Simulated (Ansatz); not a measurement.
Cost and result by functional for the surface energy of the (10-13) surface of hcp Zn in its 1x1 cell, outermost plane spacing 0.23 Å in the ideal cut, in Ansatz (plane waves, PAW). Single points on the PBE structure, on one kind of machine; costs are rough ratios of the slab run's core time (references not counted) to the cheapest single point. r2SCAN's cost holds its higher cutoff (500 against 420 eV). Differences are taken against r2SCAN for comparison alone: no measured value is at hand, so the table doesn't rank accuracy.

Set-up: 16 atoms, 9.7 Å thick at the start (thin: gaps and levels are the slab's own); mesh 14x5x1; 0.1 eV smearing; dipole correction on; all atoms relaxed; held to the part of the start's symmetry that mesh and held atoms allow; no spin, no spin-orbit, no U. These notes are the PBE run's.

```tsv
functional	relative cost	surface energy (J/m²)	less r2SCAN (J/m²)
LDA	1	0.87	0.12
PBEsol	1	0.81	0.06
RPBE	1	0.50	-0.26
r2SCAN	2	0.75	0.00
PBE (the relaxed run's value)	–	0.62	-0.13
```

The values span 0.38 J/m², while the single points' costs differ by a factor of roughly 2. Differences are of unrounded values.

Ansatz is an electronic-structure program.
